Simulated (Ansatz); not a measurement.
Cost and result by functional for the adsorption energy of Cl on the 1x1 (111) surface of fcc Au (the real clean face reconstructs), one in a 2x2 cell, started at the site 'bridge Au-Au (span 2.9 Å)', in Ansatz (plane waves, PAW). Single points on the PBE structure, on one kind of machine; costs are rough ratios of the slab run's core time (references not counted) to the cheapest single point. r2SCAN's cost holds its higher cutoff (500 against 420 eV). Differences are taken against r2SCAN for comparison alone: no measured value is at hand, so the table doesn't rank accuracy.

Model: 17-atom slab, 7.2 Å thick at the start under the adsorbate (thin: gaps and levels are the slab's own), 6x6x1 mesh, Fermi-Dirac 0.1 eV, dipole correction, 8 atoms held, the rest relaxed; symmetry of the start imposed; no spin, no spin-orbit, no U, no dispersion correction. At the end it is bonded to 2 Au. In PBE it is, or lies within 0.03 eV of, the lowest of the starts that converged. These notes are the PBE run's. Adsorption energies are against ½ Cl2(g). A negative adsorption energy means that the adsorbate is more stable on the surface than in its reference.

| functional | relative cost | adsorption energy (eV) | less r2SCAN (eV) |
|---|---|---|---|
| RPBE | 1 | -0.67 | 0.49 |
| r2SCAN | 2 | -1.16 | 0.00 |
| PBE (the relaxed run's value) | – | -0.88 | 0.28 |

The values span 0.49 eV, while the single points' costs differ by a factor of roughly 2. Differences are of unrounded values.

Ansatz is a program for electronic structure.
